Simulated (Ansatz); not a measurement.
## A computed series for Ga2O3: pressure series

Start from Ga2O3 (space group Cmcm, No. 63; a = 2.7887 Å, b = 9.2751 Å, c = 7.1494 Å; a cell from a computed database, its experimental status unchecked).

Cell and atoms are relaxed at each pressure.

The values are results of Ansatz (a quantum-chemistry and plane-wave program), PBEsol, PAW, cutoff 420 eV, without spin-orbit coupling, not measurements.

| pressure (GPa) | volume per atom (Å³/atom) |
|---|---|
| -2 | 9.352 |
| -1 | 9.298 |
| 0 | 9.246 |
| 0.3 | ? |
| 0.7 | 9.211 |
| 1.5 | 9.172 |
| 3 | 9.103 |
| 5 | 9.016 |
| 10 | 8.820 |

**Question.** Fit the third-order Birch–Murnaghan form P(V) = (3B₀/2)[(V₀/V)^(7/3) − (V₀/V)^(5/3)]·[1 + (3/4)(B₀′ − 4)((V₀/V)^(2/3) − 1)] (squares taken in P) to the rows shown and predict the withheld row.

**Answer.** Least squares on the printed values gives V₀ = 9.246 Å³/atom, B₀ = 183 GPa, B₀′ = 6.3; this predicts 9.231 Å³/atom, and the run gives 9.231 Å³/atom, in agreement.

Load acts through the strain it causes; cell and atoms are relaxed under it. Whether these cells are dynamically stable was not tested. No other phases were tried under pressure.
